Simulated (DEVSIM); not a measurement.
Structure: Pt/La2O3/n-Ge capacitor, at 300 K.

Layer 1 from the left is La2O3, thickness (nm) 4.20. Layer 2 from the left is Ge, thickness (nm) 1600, Nd (cm⁻³) 1.4e17.

Metal gate on the left, work function 5.6 eV. Fixed charge at the semiconductor interface -4.8e10 cm⁻² (in units of +e); no interface traps.

The device is made up for the run: typed textbook-type constants, with dimensions and the other settings drawn at random. Values at 300 K.

La2O3: gap (eV) 5.8, affinity (eV) 1.8, permittivity 27. Ge: gap (eV) 0.664, affinity (eV) 4, permittivity 16, Nc (cm⁻³) 1.04e19, Nv (cm⁻³) 6e18.

DEVSIM, 1D Poisson equation in equilibrium, Boltzmann statistics, complete ionisation; no quantum confinement or tunnelling. Metal contacts follow the ideal Schottky-Mott rule: no Fermi-level pinning, no interface dipoles.

**Question.** What does the simulation give for the threshold voltage (band bending 2φF), the minimum of the low-frequency capacitance?

**Answer.** threshold voltage (band bending 2φF) 1.00 V; minimum of the low-frequency capacitance 0.215 μF/cm².
